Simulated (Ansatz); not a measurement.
An Ansatz (an electronic-structure program) input (PBEsol (Ansatz; PAW; 420 eV plane waves; without spin-orbit coupling)):

Ansatz 0.2 input:
```yaml
crystal:
  lattice:
    - [0, 2.1888511202, 2.1888511202]
    - [2.1888511202, 0, 2.1888511202]
    - [2.1888511202, 2.1888511202, 0]
  atoms:
    - { symbol: N, position: [0.75, 0.75, 0.75] }
    - { symbol: Al, position: [0, 0, 0] }
basis: { ecutwfc: 420, ecutrho_ratio: 4, xc_grid: 2, fft_grid_basis: typed }
kpoints: { mp_grid: { grid: [13, 13, 13] } }
hamiltonian:
  xc: pbesol
  dispersion: none
  pseudopotentials: { kind: paw }
scf: { occupations: { method: fermi_dirac, width: 0.05 }, convergence: { dr2_threshold: 0.0000000002 } }
output: { forces: true, stress: true }
```

Problem. Which symmetry and how many k-points will the program report, and about how many plane waves at Γ?

Solution. Space group F-43m (ITA 216) with 24 operations, k-points 84 of 2197, and 411 plane waves at Γ.

Whether these cells are dynamically stable was not tested. The cell is AlN in the zinc blende structure (space group F-43m, No. 216). This is not the structure that AlN has at room temperature and ambient pressure.
